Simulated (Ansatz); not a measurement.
Band-edge transport in semiconductors and insulators: ZnO (P6_3mc) under several functionals (Ansatz, a program for electronic structure, without spin-orbit coupling). The PBE cell:

```cif
data_O2Zn2
_chemical_formula_sum 'Zn2 O2'
_space_group_name_H-M_alt 'P63mc'
_space_group_IT_number 186
_space_group_name_Hall 'P 6c -2c'
_cell_length_a 3.27944
_cell_length_b 3.27944
_cell_length_c 5.29365
_cell_angle_alpha 90.000
_cell_angle_beta 90.000
_cell_angle_gamma 120.000
loop_
_atom_site_label
_atom_site_type_symbol
_atom_site_symmetry_multiplicity
_atom_site_Wyckoff_symbol
_atom_site_fract_x
_atom_site_fract_y
_atom_site_fract_z
_atom_site_occupancy
Zn1 Zn 2 b 0.33333 0.66667 0.00061 1
O1 O 2 b 0.33333 0.66667 0.37970 1
```

```tsv
Functional	cell relaxed with	volume (Å³/atom)	band gap	electron conductivity mass	hole conductivity mass	Seebeck coefficient, n-type 1e19 cm⁻³
PBE	PBE	12.33	0.75 eV	0.156 mₑ	2.0 mₑ	-93 μV/K
r2SCAN	PBEsol	11.78	…	…	…	…
```

**Question.** Given the cheaper levels, estimate the r2SCAN row.

**Answer.** 
- r2SCAN, band gap: 1.24 eV
- r2SCAN, electron conductivity mass: 0.21 mₑ
- r2SCAN, hole conductivity mass: 1.88 mₑ
- r2SCAN, Seebeck coefficient, n-type 1e19 cm⁻³: -116 μV/K

For the band gap, PBE gives 0.75 eV and r2SCAN 1.24 eV: PBE lies 40 % below.

The PBE and r2SCAN rows stand on cells whose volumes differ by 4.7 %, so the difference holds the effect of the cell as well as that of the functional.

Masses are for dilute carriers at 300 K, harmonic means over directions unless an axis is named. Seebeck coefficients are for the stated density at 300 K, with one relaxation time for all states and whether or not that doping can be reached. Spin-orbit coupling is left out.
